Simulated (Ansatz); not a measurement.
# Effect of uniaxial strain ε_zz = −0.50 % on AlN

The reference is AlN in the zinc blende structure (space group F-43m, No. 216; a = 4.370 Å). Axes: x, y, z lie along the cube axes.

Perturbation: the cell is compressed by 0.50 % along z with no lateral relaxation; the atoms relax in the strained cell.

Method: r2SCAN (Ansatz, a quantum-chemistry and plane-wave program, PAW, no SOC). k-mesh 13×13×13 (Γ-centred); smearing 0.05 eV (Fermi–Dirac).

The volume per atom drops by 0.05 Å³ to 10.38 Å³ and the space group changes from F-43m (No. 216) to I-4m2 (No. 119). The shortest interatomic distance shrinks by 0.003 Å to 1.889 Å and the energy is nearly the same. The pressure (mean of the normal stresses, compression positive) goes up by 1.06 GPa (0.01 GPa → 1.07 GPa) and the band gap shrinks by 0.026 eV, from 3.94 eV to 3.92 eV. The gap character amounts to indirect, Γ → M and the smallest direct gap rises by 0.03 eV (4.84 eV → 4.87 eV). The electron mass remains 0.51 mₑ along k, 0.33 mₑ across (at X) and the hole mass comes out as 0.33 mₑ along z, 1.4 mₑ across (at Γ). The valence-band top at Γ (three highest levels, from the VBM) is 0.00, -0.02, -0.02 eV and the valley order (the lowest conduction-band minima on the path, energy above the VBM, named in the base's zone) changes from X along ⟨100⟩ 3.94 eV; Γ 4.84 eV to X along [001] 3.92 eV; X along [100] 3.94 eV; Γ 4.87 eV. The stress (xx, yy, zz, yz, xz, xy; compression positive) is (0.83, 0.83, 1.55, 0.00, 0.00, 0.00) GPa.

Cost of the whole job for the changed cell (relaxation, final SCF and bands): about 18 core-seconds (a rough figure).

Effective masses come from finite differences of ±0.01 Å⁻¹. Along k means along the line from Γ to the band edge. No phonon test of stability was made. This is not the structure that AlN has at room temperature and ambient pressure. Labels are those of the standard path for the cell's own space group.
